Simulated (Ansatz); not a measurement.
CdS, pressure series

Base system: CdS in the zinc blende structure (space group F-43m, No. 216; a = 5.927 Å).

Cell and atoms are relaxed at each pressure.

The values are results of PBE/PAW in Ansatz (a first-principles code), no SOC, not measurements.

| pressure (GPa) | band gap (eV) |
|---|---|
| -2 | 0.95 |
| -1 | 1.00 |
| 0 | 1.04 |
| 0.9 | ? |
| 2.1 | 1.12 |
| 4.5 | 1.20 |
| 9 | 1.31 |
| 15 | 1.42 |

Question: Fit E_g = E₀ + αP + βP² to the rows shown and predict the withheld row.

Answer: Least squares on the printed values gives E₀ = 1.04 eV, α = 39.5 meV/GPa, β = -0.95 meV/GPa² (largest residual 0.01 eV); this predicts 1.07 eV, and the run gives 1.08 eV, in agreement.

Load acts through the strain it causes; cell and atoms are relaxed under it. Whether these cells are dynamically stable was not tested. Tetrahedral semiconductors of this kind turn to denser phases somewhere between about 1 and 50 GPa; those were not computed, so compressed cells here can lie past the real transition.
